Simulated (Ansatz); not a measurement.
Base system: MgS in the rock salt structure (space group Fm-3m, No. 225; a = 5.203 Å).

Calculations: DFT with r2SCAN, PAW potentials and a 500 eV plane-wave cutoff in Ansatz (a first-principles code), no SOC.

Before the change:

| Item | Value |
|---|---|
| Volume per atom | 17.61 Å³ |
| Band gap | 3.46 eV |
| Smallest direct gap | 4.64 eV |
| Electron mass | 0.53 mₑ along k, 0.31 mₑ across (at X) |
| Gap character | indirect, Γ → X |

Now apply this change: full substitution Mg → Be; the structure is relaxed again.

**Question.** Predict the new volume per atom, band gap, smallest direct gap, electron mass and gap character.

**Answer.** The volume per atom shrinks by 5.17 Å³ to 12.44 Å³; the band gap decreases by 2.13 eV to 1.33 eV; the smallest direct gap shrinks by 0.04 eV, from 4.64 eV to 4.60 eV; the electron mass becomes 0.90 mₑ along k, 0.28 mₑ across (at X) (base: 0.53 mₑ along k, 0.31 mₑ across (at X)); the gap character becomes indirect, K–Γ (63 % along) → X (base: indirect, Γ → X).

Masses are band curvatures over ±0.01 Å⁻¹ around the edge. Along k means along the line from Γ to the band edge. Whether these cells are dynamically stable was not tested. As relaxed here, BeS is a hypothetical phase, not in the database extracts checked.
